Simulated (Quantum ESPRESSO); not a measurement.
A self-consistent single point of As (R-3m, 2 atoms in the cell) with Quantum ESPRESSO.

Computed with PBE, spin-orbit coupling, PseudoDojo fully relativistic norm-conserving (PBE) pseudopotentials (plane waves; Quantum ESPRESSO).

```xyz
2
Lattice="1.8504 1.0683 3.6510 -1.8504 1.0683 3.6510 0.0000 -2.1366 3.6510" Properties=species:S:1:pos:R:3 pbc="T T T"
As     0.0000     0.0000     2.4582
As     0.0000     0.0000     8.4948
```

Reference input (self-consistent single point, DFT, PBE, plane waves, SSSP 1.1.2 efficiency (PBE) pseudopotentials): ecutwfc = 35 Ry; ecutrho = 280 Ry; occupations = smearing; smearing = fd; degauss = 0.0073499 Ry; potentials = {As: As.pbe-n-rrkjus_psl.0.2.UPF}; K_POINTS = automatic 9 9 9 0 0 0; conv_thr = 1e-11 Ry; mixing_beta = 0.3. This run's input differs from it in these lines:

```diff
@@ -13,4 +13,3 @@
   ntyp = 1,
-  ecutwfc = 35,
-  ecutrho = 280,
+  ecutwfc = 85,
   occupations = 'smearing',
@@ -18,2 +17,4 @@
   degauss = 0.0073499,
+  noncolin = .true.,
+  lspinorb = .true.,
 /
@@ -24,3 +25,3 @@
 ATOMIC_SPECIES
-As    74.9216  As.pbe-n-rrkjus_psl.0.2.UPF
+As    74.9216  As.upf
 ATOMIC_POSITIONS {crystal}
```

Output (repeated stretches shortened):

```
     Self-consistent Calculation

     iteration #  1     ecut=    85.00 Ry     beta= 0.30

     Threshold (ethr) on eigenvalues was too large:
     Diagonalizing with lowered threshold

     total energy              =    -424.16366921 Ry
     estimated scf accuracy    <       0.01387834 Ry

     iteration #  2     ecut=    85.00 Ry     beta= 0.30

     total energy              =    -424.16314632 Ry
     estimated scf accuracy    <       0.00606332 Ry

     iteration #  3     ecut=    85.00 Ry     beta= 0.30

     total energy              =    -424.16337886 Ry
     estimated scf accuracy    <       0.00017086 Ry

   [... 6 blocks of this kind left out ...]

     iteration # 10     ecut=    85.00 Ry     beta= 0.30

     total energy              =    -424.16341822 Ry
     estimated scf accuracy    <          4.1E-10 Ry

     iteration # 11     ecut=    85.00 Ry     beta= 0.30
     End of self-consistent calculation

     the Fermi energy is    11.1019 ev

!    total energy              =    -424.16341822 Ry
     estimated scf accuracy    <          9.6E-12 Ry
     smearing contrib. (-TS)   =      -0.00056205 Ry
     internal energy E=F+TS    =    -424.16285617 Ry

     convergence has been achieved in  11 iterations

     Forces acting on atoms (cartesian axes, Ry/au):

     atom    1 type  1   force =     0.00000000    0.00000000    0.02292255
     atom    2 type  1   force =     0.00000000    0.00000000   -0.02292255

     Total force =     0.032417     Total SCF correction =     0.000038

          total   stress  (Ry/bohr**3)                   (kbar)     P=       53.69
   0.00041988   0.00000000   0.00000000           61.77        0.00        0.00
   0.00000000   0.00041988   0.00000000            0.00       61.77        0.00
   0.00000000   0.00000000   0.00025511            0.00        0.00       37.53

   JOB DONE.
```

The run converged in 11 iterations. Against the reference run the pressure moves little (5.35 to 5.37 GPa) and the largest force goes from 0.620 to 0.589 eV/Å.

The starting cell comes from a database of computed structures (which also holds hypothetical and non-ambient phases and stackings), without a prior relaxation at this level. Its lattice was rescaled by a random factor within 2.5 % of one. With a pressure of about 5 GPa the cell is away from its equilibrium volume at this level.

Cost on one core of a shared machine: roughly 9 min.
